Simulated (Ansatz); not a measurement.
What pressure 0.7 GPa does to ZnSe

The reference is ZnSe in the zinc blende structure (space group F-43m, No. 216; a = 5.665 Å).

Perturbation: a hydrostatic pressure of 0.7 GPa.

The values are results of r2SCAN (Ansatz, a first-principles code), without spin-orbit coupling, not measurements. Γ-centred 10×10×10 mesh, Fermi–Dirac width 0.05 eV.

```csv
quantity,base,changed,shift
volume per atom,22.73 Å³,22.49 Å³,-0.24 Å³
enthalpy H = E + PV relative to the base's energy,–,+0.10 eV/atom,–
band gap,1.87 eV,1.91 eV,+0.045 eV
gap character,direct at Γ,direct at Γ,–
width of the top valence band,2.71 eV,2.76 eV,+0.05 eV
electron mass,0.12 mₑ (at Γ),0.13 mₑ (at Γ),–
"valley order (the lowest conduction-band minima on the path, energy above the VBM, named in the base's zone)",Γ 1.87 eV; L along ⟨111⟩ 3.05 eV; X along ⟨100⟩ 3.34 eV,Γ 1.91 eV; L along ⟨111⟩ 3.07 eV; X along ⟨100⟩ 3.31 eV,–
```

Cost of the whole job for the changed cell (relaxation, final SCF and bands): around 40 core-seconds (rough).

Load acts through the strain it causes; cell and atoms are relaxed under it. Masses are band curvatures over ±0.01 Å⁻¹ around the edge. Whether these cells are dynamically stable was not tested.
